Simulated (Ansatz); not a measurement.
**Effect of tensor shear ε_yz = −1.08 % on hypothetical diamond Sc**

The parent structure is Sc in the diamond structure (space group Fd-3m, No. 227; a = 6.2929 Å; a hypothetical phase, not in the database extracts checked; relaxed with 0.1 eV smearing). Axes: x, y, z lie along the cube axes.

Modification: a pure shear with ε_yz = ε_zy = -0.0108; the atoms relax in the strained cell.

The values are results of plane-wave PAW DFT at the PBEsol level (Ansatz, a quantum-chemistry and plane-wave program, 420 eV), spin-orbit coupling left out, not measurements. k-mesh 16×16×16 (Γ-centred); smearing 0.1 eV (Fermi–Dirac).

```tsv
quantity	base	changed	shift
volume per atom	31.15 Å³	31.15 Å³	0.00 Å³
space group	Fd-3m (No. 227)	Imma (No. 74)	–
shortest interatomic distance	272.5 pm	225.9 pm	-46.6 pm
energy relative to the base (free energy F)	0 meV/atom	-137 meV/atom	-137 meV/atom
pressure (mean of the normal stresses, compression positive)	0.0 GPa	-0.1 GPa	-0.1 GPa
band gap	zero	zero	–
largest internal atomic displacement	–	0.681 Å	–
stress (xx, yy, zz, yz, xz, xy; compression positive)	–	(-10.6, 5.2, 5.2, -18.7, 0.0, 0.0) GPa	–
```

No phonon test of stability was made. All final runs are without spin polarisation. Under tensor shear ε_yz = −1.08 % the cell ends below the base's energy or with stress of the wrong sign: the atoms slid into a distortion or the cell is elastically unstable, so the base is not a stable minimum at this level. Sc has a high density of states at the Fermi level and may be magnetic at this level.
